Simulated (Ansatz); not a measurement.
**Sn under a change: uniaxial strain ε_zz = −3.00 %**

The reference is Sn in the diamond structure (space group Fd-3m, No. 227; a = 6.540 Å; relaxed with 0.1 eV smearing). Axes: x, y, z lie along the cube axes.

Perturbation: the cell is compressed by 3.00 % along z with no lateral relaxation, atoms relaxed at fixed cell.

Computed with Ansatz (an electronic-structure program) PBEsol, no SOC. k-mesh 15×15×15 (Γ-centred); smearing 0.1 eV (Fermi–Dirac).

The volume per atom shrinks by 1.05 Å³ (34.97 Å³ → 33.92 Å³) and the shortest interatomic distance drops by 2.8 pm, from 283.2 pm to 280.4 pm. The energy increases by 6.3 meV/atom and the pressure (mean of the normal stresses, compression positive) goes from zero to 1.4 GPa. The band gap remains zero and the stress (xx, yy, zz, yz, xz, xy; compression positive) comes out as (1.1, 1.1, 1.9, 0.0, 0.0, 0.0) GPa.

Cost of the whole job for the changed cell (relaxation, final SCF and bands): very roughly 50 core-seconds.

Stability against distortions was not tested.
